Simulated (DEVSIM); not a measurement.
Device: abrupt GaAs p-n junction, at 300 K.

```tsv
layer (left to right)	material	thickness (μm)	Nd (cm⁻³)	Na (cm⁻³)	τn (s)	τp (s)
1	GaAs	37.0	-	6.6e15	1.2e-8	1.2e-8
2	GaAs	1.00	1.1e17	-	1.2e-8	1.2e-8
```

Left contact: ohmic. Right contact: ohmic. Voltage is applied to the left contact. Recombination: SRH at mid-gap. Mobility is constant in doping.

The device is made up for the run: typed textbook-type constants, with dimensions and the other settings drawn at random. Values at 300 K.

```csv
parameter,GaAs
gap (eV),1.424
affinity (eV),4.07
permittivity,12.9
Nc (cm⁻³),4.7e17
Nv (cm⁻³),9e18
μn (cm²/Vs),8500
μp (cm²/Vs),400
```

Simulated with DEVSIM: 1D drift-diffusion, Boltzmann statistics, complete ionisation; no tunnelling, impact ionisation, image-force lowering or self-heating.

The minority lifetime in layer 1 was swept, all else fixed.

```
minority lifetime in layer 1 (s)  dark forward voltage at 100 A/cm² (V)  dark forward voltage at 1 A/cm² (V)
--------------------------------  -------------------------------------  -----------------------------------
3.6e-10                                                           1.713                                0.960
1.2e-9                                                            1.577                                0.976
3.6e-9                                                            1.439                                0.989
1.2e-8                                                            1.316                                1.001
3.6e-8                                                            1.244                                1.010
1.2e-7                                                            1.202                                1.015
3.6e-7                                                            1.187                                1.017
```

From the first row to the last the dark forward voltage at 100 A/cm² goes from 1.713 to 1.187. From the first row to the last the dark forward voltage at 1 A/cm² goes from 0.960 to 1.017.
